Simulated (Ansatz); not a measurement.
The parent structure is AlN in the wurtzite structure (space group P6_3mc, No. 186; a = 3.114 Å, c = 4.984 Å).

One thing is altered: Ga replaces 25.0 % of the Al, ordered in a cell of 8 atoms (starting symmetry P3m1) and fully relaxed.

The other end (x = 1) is GaN in the wurtzite structure (space group P6_3mc, No. 186): 11.37 Å³/atom, gap 1.88 eV.

Levels (all Ansatz, a quantum-chemistry and plane-wave program, PAW): PBEsol (420 eV, scalar-relativistic without spin-orbit coupling); HSE06 (420 eV, spin-orbit coupling left out).

The geometry is relaxed with PBEsol.

```
Quantity           Value
---------------  -------
PBEsol band gap  3.28 eV
```

### Question
What does HSE06 give at this geometry for the band gap?

### Answer
The band gap rises by 1.39 eV, from 3.28 eV to 4.67 eV.

Single points use the geometry relaxed with PBEsol. Each cell is one ordered arrangement of few atoms, which overstates ordering effects compared with a random alloy. Whether these cells are dynamically stable was not tested.
